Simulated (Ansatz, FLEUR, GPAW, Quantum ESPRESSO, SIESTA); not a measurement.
**Code comparison for NaFeO₃ (Pm-3m, 5 atoms in the cell)**

Self-consistent single point.

```xyz
5
Lattice="3.7493 0.0000 0.0000 0.0000 3.7493 0.0000 0.0000 0.0000 3.7493" Properties=species:S:1:pos:R:3 pbc="T T T"
Na     0.0000     0.0000     0.0000
Fe     1.8746     1.8746     1.8746
O      1.8746     1.8746     0.0000
O      0.0000     1.8746     1.8746
O      1.8746     0.0000     1.8746
```
Moments meant for the start (each program seeds them in its own way; μB, in the order of the atoms Na Fe O O O): 0.0 4.0 0.0 0.0 0.0.

All programs got the same cell, k-point mesh and kind of occupations, and the same starting moments (in Ansatz's words: kpoints.mp_grid.grid = 9 9 9; magnetization.spin_polarized = true; scf.occupations.method = gaussian; scf.occupations.width = 0.05 eV); potentials, basis and cutoffs are each program's usual ones.

```csv
code,model,pressure (GPa),size of the net moment (μB/atom),k-points,cutoff
GPAW,"PBEsol, GPAW PAW datasets PBEsol (made by gpaw-setup)",–,0.78,35,950 eV
Quantum ESPRESSO,"PBEsol, PseudoDojo standard norm-conserving (PBESOL) pseudopotentials",-8.23,0.79,35,90 Ry
Ansatz,"PBEsol, PAW files made with PBE",-8.58,0.78,35,420 eV
FLEUR,"PBEsol, all-electron FLAPW (FLEUR), scalar-relativistic valence",–,0.78,35,Kmax 4.8 1/bohr
SIESTA,"GGA PBEsol, numerical atomic orbitals DZP, PseudoDojo PBEsol standard norm-conserving potentials (rewritten from UPF to PSML)",-7.78,0.80,365,grid 400 Ry
```

A dash marks a value that a program does not give, or that is left out as unsure.

The spread over the programs that give each value: pressure within 0.80 GPa; size of the net moment within 0.02 μB/atom.

The starting cell comes from a database of computed structures (which also holds hypothetical and non-ambient phases and stackings), without a prior relaxation at this level. Its lattice was rescaled by a random factor within 2.5 % of one. On Ansatz's run: The magnetic order is the one reached from the typed start; others were not searched systematically. In the base run, with a pressure of about -8 GPa the cell is away from its equilibrium volume at this level.

Problem. Why do the programs differ, and what cannot be compared?

Solution. Differences of this kind can come from the potentials, where these differ, and from what each basis and cutoff leave unconverged. The valence holds different numbers of electrons (GPAW 33, Quantum ESPRESSO 43, Ansatz (a program for electronic structure) 43, FLEUR 43, SIESTA 43). The zero of total energies and Fermi levels follows the potentials and each program's conventions, so they are not compared here. SIESTA uses small atom-centred bases, whose incompleteness enters pressures, forces and empty levels differently from a plane-wave cutoff. FLEUR treats all electrons, but the usual bases taken here (sphere radii, linearisation, local orbitals, empty states) were not tested for convergence, so the values are no reference for the others. Ansatz's pressure is given at a fixed set of plane waves, as the other plane-wave codes print theirs; with its correction for the finite basis it is -8.07 GPa (the shift of 0.51 GPa shows how far the cutoff is from converged). The pressure of GPAW is left out: its cutoff lies under the one at which its stress was checked. Site moments depend on each program's spheres or projections; the total moment of the cell does not. The programs reduce the same mesh by symmetry to different extents, which changes the work and not the result.

Left out of this page: ABINIT (with a known weakness of the program).

Keys are those of Ansatz 0.2.
